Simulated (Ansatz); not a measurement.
The cell is made up: elements placed on another compound's structure type, so the phase may be hypothetical.

By r2SCAN, the system below comes out a metal.

Here is the system:

```xyz
6
Lattice="4.1937 0.0000 0.0000 0.0000 5.9308 0.0000 0.0000 2.9654 2.9654" Properties=species:S:1:pos:R:3 pbc="T T T"
W      2.0969     1.4827     1.4827
W      2.0969     4.4481     1.4827
W      0.0000     2.9654     0.0000
C      0.0000     4.4481     1.4827
C      0.0000     1.4827     1.4827
C      2.0969     0.0000     0.0000
```

Space group of this cell: Pm-3m. The cell was relaxed by PBE-D3(BJ); by r2SCAN its mean pressure is 2.1 GPa.

The current flows along the normal of the first two printed cell vectors. No spin-orbit coupling; the value is a mean over 0.1 eV about the Fermi level.

Problem. Give the ballistic conductance per area that r2SCAN (Ansatz, a program for electronic structure) yields.

Solution. 0.88 × 10¹⁵ S/m² for both spins.
